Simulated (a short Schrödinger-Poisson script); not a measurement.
From a short Schrödinger-Poisson script (our own, NumPy): 1D Poisson equation in equilibrium, electrons quantum, Hartree plus LDA exchange-correlation (BenDaniel-Duke, 40 states a valley, the channel's in-plane mass for all, wave functions free to enter the barrier), parabolic valleys, classical holes, full ionisation, no traps, pinning or gate leakage.

Structure: gated Al0.25Ga0.75As/GaAs δ-doped gas, at 300 K.

From the gate side: 10 nm Al0.25Ga0.75As; 5 nm Al0.25Ga0.75As; 6000 nm GaAs, acceptors 5e15 cm⁻³.

The device is made up for the run: typed textbook-type constants, with dimensions and the other settings drawn at random. Al0.25Ga0.75As: permittivity 12.19, conduction-band edge (eV) 0.198, gap (eV) 1.736, electron mass (mₑ) 0.0878, Nv at 300 K (cm⁻³) 9e18. GaAs: permittivity 12.9, conduction-band edge (eV) 0, gap (eV) 1.424, Nv at 300 K (cm⁻³) 9e18.

Channel valleys (confinement mass, in-plane density-of-states mass, number): Γ 0.067, 0.067, 1. At the gate the conduction-band edge of layer 1 lies 0.85 eV − eVg above the Fermi level of the channel; the field vanishes at the back. Sheet of ionised δ-doping: +2e12 e/cm² at 10 nm from the gate. The barrier under the gate holds no holes. Gaps are held at their typed values at every temperature. Mesh 0.08 nm at interfaces.

Give the gate voltage at 1e11 electrons/cm² (V); the lowest subband against the Fermi level at Vg = 0.5 V (meV); the capacitance at Vg = 0.5 V (μF/cm²).

gate voltage at 1e11 electrons/cm² (V): 0.43; lowest subband against the Fermi level at Vg = 0.5 V (meV): 28.5; capacitance at Vg = 0.5 V (μF/cm²): 0.433.
